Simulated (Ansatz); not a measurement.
Consider Ru in the hcp (Mg type) structure (space group P6_3/mmc, No. 194; a = 2.691 Å, c = 4.249 Å; relaxed with 0.1 eV smearing).

Computed with PBEsol, PAW, 420 eV (Ansatz, a quantum-chemistry and plane-wave program; no spin-orbit coupling).

Strains are applied to the cell and any free atomic positions relax.

One change was made to it. Results:

| quantity | base | after |
|---|---|---|
| pressure (mean of the normal stresses, compression positive) | 0.0 GPa | 31.5 GPa |
| energy relative to the base (free energy F) | 0 meV/atom | +89 meV/atom |

Which of these changes matches the shifts?
A) isotropic strain −1.00 %
B) isotropic strain +2.00 %
C) isotropic strain +0.50 %
D) isotropic strain +2.50 %
E) isotropic strain −2.50 %

E, isotropic strain −2.50 %. For comparison, the energy relative to the base in the other runs: isotropic strain −1.00 % gives +13 meV/atom; isotropic strain +0.50 % gives +3.2 meV/atom; isotropic strain +2.00 % gives +48 meV/atom; isotropic strain +2.50 % gives +74 meV/atom.

No phonon test of stability was made. All final runs are without spin polarisation.
